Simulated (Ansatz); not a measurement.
The reference is Ir in the fcc (Cu type) structure (space group Fm-3m, No. 225; a = 3.830 Å). Axes: x, y, z lie along the cube axes.

Calculations: Ansatz (a quantum-chemistry and plane-wave program), PBEsol, PAW, cutoff 420 eV, no spin-orbit coupling.

Base values:

The pressure comes out as 0.0 GPa and the shortest interatomic distance is 2.709 Å.

One thing is altered: tensile biaxial strain of 0.54 % in the plane normal to [001], as in epitaxy on a mismatched substrate; the out-of-plane cell vector and the atoms relax.

**Question.** How does this affect the energy relative to the base, pressure and shortest interatomic distance?

**Answer.** The energy rises by 1.8 meV/atom; the pressure (mean of the normal stresses, compression positive) goes from zero to -2.5 GPa; the shortest interatomic distance stays essentially unchanged (2.709 Å against 2.710 Å).

Without a gap, meshes like the base's 21×21×21 leave anisotropic stresses uncertain by several tenths of a GPa, and small strain energies with them. Whether these cells are dynamically stable was not tested. All final runs are without spin polarisation.
